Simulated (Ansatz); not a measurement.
Base system: CuI in the zinc blende structure (space group F-43m, No. 216; a = 5.8619 Å). Axes: x, y, z lie along the cube axes.

Computed with LDA in Ansatz (plane waves to 420 eV, PAW, no SOC).

Before the change:

```
Quantity               Result
-------------  --------------
Electron mass  0.14 mₑ (at Γ)
```

Perturbation: tensile biaxial strain of 0.83 % in the plane normal to [111], as in epitaxy on a mismatched substrate; the out-of-plane cell vector and the atoms relax.

Task: What does the calculation give for the electron mass and energy relative to the base after the change?

Result: The electron mass goes from 0.14 mₑ (at Γ) to 0.14 mₑ out of plane, 0.13 mₑ in plane (at Γ); the energy grows by 1.1 meV/atom.

With I present, leaving out spin-orbit coupling can change the band edges. The levels and masses belong to the bands next to the band gap. Effective masses come from finite differences of ±0.01 Å⁻¹. No phonon test of stability was made. All final runs are without spin polarisation.

Ansatz is an electronic-structure program.
